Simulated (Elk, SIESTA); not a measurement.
A SIESTA input for a self-consistent single point of HgI2 (Cmc2_1, 6 atoms in the cell) (DFT, GGA PBEsol, numerical atomic orbitals DZP, PseudoDojo PBEsol standard norm-conserving potentials (rewritten from UPF to PSML)):

```
# files in the folder: Hg.psml I.psml (PseudoDojo PBEsol standard)
SystemName  HgI2
SystemLabel hgi2

NumberOfAtoms                6
NumberOfSpecies              2
%block ChemicalSpeciesLabel
  1 80 Hg
  2 53 I
%endblock ChemicalSpeciesLabel
LatticeConstant              4.359576 Ang
%block LatticeVectors
     0.554465847   -0.832206389    0.000000000
     0.554465847    0.832206389    0.000000000
     0.000000000    0.000000000    3.125578267
%endblock LatticeVectors
AtomicCoordinatesFormat      Fractional
%block AtomicCoordinatesAndAtomicSpecies
     0.656510000    0.343490000    0.001250000  1
     0.343490000    0.656510000    0.501250000  1
     0.602650000    0.397350000    0.631100000  2
     0.397350000    0.602650000    0.131100000  2
     0.084970000    0.915030000    0.370940000  2
     0.915030000    0.084970000    0.870940000  2
%endblock AtomicCoordinatesAndAtomicSpecies

XC.functional                GGA
XC.authors                   PBEsol
PAO.BasisSize                DZP
PAO.EnergyShift              0.01 Ry
MeshCutoff                   350 Ry
%block kgrid.MonkhorstPack
    4   0   0  0.0
    0   4   0  0.0
    0   0   1  0.0
%endblock kgrid.MonkhorstPack
OccupationFunction           FD
ElectronicTemperature        10 K

MaxSCFIterations             150
SCF.Mixer.Method             Pulay
SCF.Mixer.Weight             0.25
SCF.Mixer.History            8
SCF.DM.Tolerance             1.0E-05
Diag.ParallelOverK           true
WriteForces                  true
Charge.Mulliken              end
```

Question: Translate this input to Elk.

Answer: One input that does it (others would too):

```
tasks
  0

xctype
  22

rmtscf
  0.87

stype
  0

swidth
  0.0001

maxscl
  100

scale
  8.238404039

avec
    0.5544658889   -0.8322064516    0.0000000000
    0.5544658889    0.8322064516    0.0000000000
    0.0000000000    0.0000000000    3.1255785027

atoms
  2
  'Hg.in'
  2
  0.6565100000  0.3434900000  0.0012500000    0.0 0.0 0.0
  0.3434900000  0.6565100000  0.5012500000    0.0 0.0 0.0
  'I.in'
  4
  0.6026500000  0.3973500000  0.6311000000    0.0 0.0 0.0
  0.3973500000  0.6026500000  0.1311000000    0.0 0.0 0.0
  0.0849700000  0.9150300000  0.3709400000    0.0 0.0 0.0
  0.9150300000  0.0849700000  0.8709400000    0.0 0.0 0.0

ngridk
  4 4 1
```

Basis, cutoffs, solver keys and any potentials are the target program's own. This input uses DFT, PBEsol, all-electron FP-LAPW, Elk's shipped species files, default APW+lo basis.

The starting cell comes from a database of computed structures (which also holds hypothetical and non-ambient phases and stackings), without a prior relaxation at this level. Its lattice was rescaled by a random factor within 2.5 % of one. For this run, on top of that: lattice scaled by 0.98.
